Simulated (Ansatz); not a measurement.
Abridged Ansatz (a first-principles code) output:

```
Pseudopotential: Si, paw, valence charge 4
Pseudopotential: Zr, paw, valence charge 12
Pseudopotential: Hf, paw, valence charge 26
Crystal: 12 atoms, lattice volume = 193.089 Å³
Basis set: ecut = 420 eV, 3769 PW (Γ), exchange–correlation on 50×50×200 points (8 copies of the dense FFT grid, shifted against one another)
Bands: 66, of which v1, the nominal top of the filled ones, is band 54 counted from 1 (53 counted from 0)
Symmetry: 8 space group operations
k-points: 147 of 676
Functional: x = pbesol(κ = 0.804, μ = 0.12345679012345678), c = pbesol(β = 0.046)
SCF iter   1: F=—  HF=-44436.847829 eV  |F-HF|=—  |Δ(HF+E_count)|=         —  Δρ=3.47e-2  dr2=9.67e0  ethr=3.10e-3  ⟨swp⟩=6.7  Hψ=37463  notcnv=0  defer=15
SCF iter   2: F=—  HF=-44435.999804 eV  |F-HF|=—  |Δ(HF+E_count)|=   8.48e-1  Δρ=2.15e-2  dr2=4.04e0  ethr=3.10e-3  ⟨swp⟩=2.3  Hψ=12107  notcnv=0  defer=242
SCF 1 converged in 12 iterations: F = -44435.426334 eV  dr2 = 5.41e-11
SCF converged after 12 iterations
Free energy (F): -44435.426334 eV
Internal energy: -44435.404735 eV  (E = F + TS)
E sigma→0 (E₀):  -44435.415535 eV
Entropy (-TS):   -0.021599 eV (-1.800 meV/atom)
Fermi energy:    14.001849 eV
--- Forces (eV/Å), atoms counted from 1 ---
  atom   1  Si     0.00000000    -0.00000000     0.00098716
  atom   2  Si     0.00000000    -0.00000000     0.00103576
  atom   3  Si     0.00000000     0.00000000    -0.00103576
  atom   4  Si     0.00000000     0.00000000    -0.00098716
  atom   5  Si     0.00000000     0.00000000     0.00048347
  atom   6  Si     0.00000000    -0.00000000     0.00035121
  atom   7  Si     0.00000000     0.00000000    -0.00035121
  atom   8  Si     0.00000000    -0.00000000    -0.00048347
  atom   9  Zr     0.00000000     0.00000000     0.00029285
  atom  10  Hf     0.00000000    -0.00000000    -0.00089646
  atom  11  Hf     0.00000000     0.00000000     0.00089646
  atom  12  Zr     0.00000000     0.00000000    -0.00029285
--- Stress (GPa, compression-positive) ---
       -0.001427      -0.000000       0.000000
       -0.000000       0.002937       0.000000
        0.000000       0.000000       0.005763
  P = ⅓ Tr σ = 0.0024 GPa (0.024 kbar)
```

Task: What was computed, and what are the main results?

Result: HfZrSi4, 12 atoms in the cell, with Ansatz PBEsol, no spin-orbit coupling, earlier PAW set. The last SCF converged to F = -44435.426334 eV, or -3702.9522 eV per atom, at a pressure of 0.00 GPa. The total energy compares only with runs of the same code, potentials and settings.

Each cell is one ordered arrangement of few atoms, which overstates ordering effects compared with a random alloy. No phonon test of stability was made. The final runs are not spin-polarised. The cell was made from HfSi2 by this change: x(Zr) = 0.5, 12 atoms, Pmmn.
